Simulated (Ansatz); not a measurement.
A relaxation of the atoms of Sr₂GaSi (Amm2, 4 atoms in the cell) with Ansatz (a quantum-chemistry and plane-wave program).

Method of the run: LDA (PW92), default PAW files made with PBE (plane waves; Ansatz).

The change in words: one atom moved by 0.15 angstrom; relax: default → atoms; relax.f_tol: default → 0.02 eV/Å. Reference geometry:
```
Sr2GaSi
1.0
    4.24356     0.00000     0.00000
    0.00000     2.36850     5.90912
    0.00000    -2.36850     5.90912
Sr Ga Si
2 1 1
Cartesian
  2.12178   0.00000   7.55469
  0.00000   0.00000   4.24015
  2.12178   0.00000  11.09023
  0.00000   0.00000   0.75152
```

Reference input (self-consistent single point, DFT, LDA (PW92), plane waves, default PAW files made with PBE): basis.ecutwfc = 420 eV; kpoints.mp_grid.grid = 8 8 8; hamiltonian.xc = lda; hamiltonian.pseudopotentials = {kind: paw} (the program's default PAW files); scf.occupations.method = gaussian; scf.occupations.width = 0.1 eV. This run's input differs from it in these lines:

```diff
@@ -7,3 +7,3 @@
   atoms:
-    - { symbol: Sr, position_ang: [2.121781, -0.000000, 7.554690] }
+    - { symbol: Sr, position_ang: [2.121781, 0.000000, 7.704688] }
     - { symbol: Sr, position_ang: [0.000000, -0.000000, 4.240147] }
@@ -24,2 +24,4 @@
     width: 0.1
+relax:
+  f_tol: 0.02
 output:
```

Output, abridged:

```
   [... SCF lines of the steps left out ...]
relax step   1: F+E_penalty+E_count = -11206.14525889 eV  Δ(F+E_penalty+E_count) = +0.000e0 eV  max|allowed force component| = 5.829e-1 eV/Å  Δτ_max = 0.0000 Å  (6 SCF iters, dr2 threshold 1.00e-5 eV, accepted)
relax step   2: F+E_penalty+E_count = -11206.19690175 eV  Δ(F+E_penalty+E_count) = -5.164e-2 eV  max|allowed force component| = 9.357e-2 eV/Å  Δτ_max = 0.1382 Å  (6 SCF iters, dr2 threshold 2.12e-5 eV, accepted)
relax step   3: F+E_penalty+E_count = -11206.19839059 eV  Δ(F+E_penalty+E_count) = -1.489e-3 eV  max|allowed force component| = 1.526e-2 eV/Å  Δτ_max = 0.0196 Å  (6 SCF iters, dr2 threshold 5.47e-7 eV, accepted)
relax step   4: F+E_penalty+E_count = -11206.19839060 eV  Δ(F+E_penalty+E_count) = -1.517e-8 eV  max|allowed force component| = 1.528e-2 eV/Å  Δτ_max = 0.0000 Å  (2 SCF iters, accepted)
the relaxation is at rest under the 4 symmetry operations that the run kept from its start: a minimum is not shown …
Stability not checked: this state was not tested for a lower state beside it, because too few of the mixer's solves of this state at the end of the SCF gave a …
Free energy (F): -11206.198391 eV
Internal energy: -11206.189286 eV  (E = F + TS)
E sigma→0 (E₀):  -11206.193838 eV
Entropy (-TS):   -0.009104 eV (-2.276 meV/atom)
Fermi energy:    6.974111 eV
--- Forces (eV/Å), atoms counted from 1 ---
  atom   1  Sr     0.00000000     0.00000000    -0.01192429
   [... lines left out ...]
  F+E_penalty+E_count = -11206.19839060 eV   max|allowed force component| = 1.528e-2 eV/Å
  atoms:
    - { symbol: Sr, position: [0.5, 0.6411347328327482, 0.6411347328327482] }
    - { symbol: Sr, position: [0.0, 0.3640335036680363, 0.3640335036680363] }
    - { symbol: Ga, position: [0.5, 0.9417257804914837, 0.9417257804914837] }
    - { symbol: Si, position: [0.0, 0.06580804570100302, 0.06580804570100302] }
```

The run converged. 

Summary of the result:
```
Property                                                  Value
-----------------------------------------------  --------------
Free energy E − TS (on the zero of these files)  -11206.1984 eV
Fermi level (on the code's own zero)                    6.97 eV
Pressure                                              -2.95 GPa
Largest force (vector length)                        0.015 eV/Å
Relaxation steps                                              4
```

The starting cell comes from a database of computed structures (which also holds hypothetical and non-ambient phases and stackings), without a prior relaxation at this level. Its lattice was rescaled by up to half a per cent. For this run, on top of that: one atom moved by 0.15 angstrom. The relaxation keeps the symmetry of its start, so its end need not be a minimum. Ansatz's pressure includes its estimate of the finite-basis (Pulay) stress.

Cost on one core of a shared machine: roughly 90 s.

Keys are those of Ansatz 0.2.
